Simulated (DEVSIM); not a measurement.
Structure: Ru/Al2O3/p-Ge capacitor, at 300 K.

```csv
layer (left to right),material,thickness (nm),Na (cm⁻³)
1,Al2O3,2.90,-
2,Ge,3500,2.9e16
```

Metal gate on the left, work function 4.7 eV. Fixed charge at the semiconductor interface -2.9e10 cm⁻² (in units of +e); no interface traps.

This is a model device: material constants are rounded textbook-type values typed into the input, and sizes, dopings and lifetimes were drawn at random. Values at 300 K.

```csv
parameter,Al2O3,Ge
gap (eV),6.8,0.664
affinity (eV),1.35,4
permittivity,9,16
Nc (cm⁻³),-,1.04e19
Nv (cm⁻³),-,6e18
```

Model (solved in DEVSIM): 1D Poisson equation in equilibrium, Boltzmann statistics, complete ionisation; no quantum confinement or tunnelling. Metal contacts follow the ideal Schottky-Mott rule: no Fermi-level pinning, no interface dipoles.

The interface trap density was swept, all else fixed.

```json
[
 {"interface trap density (cm^-2 eV^-1)": "0", "minimum of the low-frequency capacitance (μF/cm²)": "0.111", "threshold voltage (band bending 2φF) (V)": "0.58"},
 {"interface trap density (cm^-2 eV^-1)": "1e10", "minimum of the low-frequency capacitance (μF/cm²)": "0.112", "threshold voltage (band bending 2φF) (V)": "0.58"},
 {"interface trap density (cm^-2 eV^-1)": "1e11", "minimum of the low-frequency capacitance (μF/cm²)": "0.126", "threshold voltage (band bending 2φF) (V)": "0.58"},
 {"interface trap density (cm^-2 eV^-1)": "3e11", "minimum of the low-frequency capacitance (μF/cm²)": "0.154", "threshold voltage (band bending 2φF) (V)": "0.58"},
 {"interface trap density (cm^-2 eV^-1)": "1e12", "minimum of the low-frequency capacitance (μF/cm²)": "0.251", "threshold voltage (band bending 2φF) (V)": "0.59"},
 {"interface trap density (cm^-2 eV^-1)": "2e12", "minimum of the low-frequency capacitance (μF/cm²)": "0.377", "threshold voltage (band bending 2φF) (V)": "0.61"}
]
```

From the first row to the last the minimum of the low-frequency capacitance goes from 0.111 to 0.377. From the first row to the last the threshold voltage (band bending 2φF) goes from 0.58 to 0.61.
